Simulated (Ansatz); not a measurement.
An Ansatz (a first-principles code) run: Mg2Sn; PBEsol (Ansatz; PAW; 420 eV plane waves; spin-orbit coupling left out).

Input:

Ansatz 0.2 input:
```yaml
crystal:
  lattice:
    - [0, 3.3732696819, 3.3732696819]
    - [3.3732696819, 0, 3.3732696819]
    - [3.3732696819, 3.3732696819, 0]
  atoms:
    - { symbol: Sn, position: [0, 0, 0] }
    - { symbol: Mg, position: [0.25, 0.25, 0.25] }
    - { symbol: Mg, position: [0.75, 0.75, 0.75] }
basis: { ecutwfc: 420, ecutrho_ratio: 4, xc_grid: 2, fft_grid_basis: typed }
kpoints: { mp_grid: { grid: [12, 12, 12] } }
hamiltonian:
  xc: pbesol
  dispersion: none
  pseudopotentials: { kind: paw }
scf: { occupations: { method: fermi_dirac, width: 0.05 }, convergence: { dr2_threshold: 0.0000000003 } }
output: { forces: true, stress: true }
```

Output (explanatory and most iteration lines left out):

```
Pseudopotential: Sn, paw, valence charge 14
Pseudopotential: Mg, paw, valence charge 10
Crystal: 3 atoms, lattice volume = 76.769 Å³
Basis set: ecut = 420 eV, 1459 PW (Γ), exchange–correlation on 64×64×64 points (8 copies of the dense FFT grid, shifted against one another)
Bands: 21, of which v1, the nominal top of the filled ones, is band 17 counted from 1 (16 counted from 0)
Symmetry: 48 space group operations
Space group: Fm-3m (ITA 225), of the structure as read, at distance tolerance 4.3e-5 Å
k-points: 72 of 1728
Functional: x = pbesol(κ = 0.804, μ = 0.12345679012345678), c = pbesol(β = 0.046)
SCF iter   1: F=—  HF=-9774.511643 eV  |F-HF|=—  |Δ(HF+E_count)|=         —  Δρ=4.39e-3  dr2=2.35e-2  ethr=1.77e-3  ⟨swp⟩=6.2  Hψ=7437  notcnv=0
SCF iter   2: F=—  HF=-9774.507383 eV  |F-HF|=—  |Δ(HF+E_count)|=   4.26e-3  Δρ=2.83e-3  dr2=1.24e-2  ethr=6.92e-5  ⟨swp⟩=1.2  Hψ=2113  notcnv=0
SCF 1 converged in 9 iterations: F = -9774.504886 eV  dr2 = 1.02e-10
SCF converged after 9 iterations
Free energy (F): -9774.504886 eV
Internal energy: -9774.502447 eV  (E = F + TS)
E sigma→0 (E₀):  -9774.503666 eV
Entropy (-TS):   -0.002439 eV (-0.813 meV/atom)
Fermi energy:    6.972799 eV
--- Forces (eV/Å), atoms counted from 1 ---
  atom   1  Sn    -0.00000000     0.00000000     0.00000000
  atom   2  Mg     0.00000000    -0.00000000     0.00000000
  atom   3  Mg    -0.00000000     0.00000000     0.00000000
--- Stress (GPa, compression-positive) ---
       -0.004841      -0.000000      -0.000000
        0.000000      -0.004841      -0.000000
        0.000000      -0.000000      -0.004841
  P = ⅓ Tr σ = -0.0048 GPa (-0.048 kbar)
```

Whether these cells are dynamically stable was not tested. The cell is Mg2Sn (space group Fm-3m, No. 225).
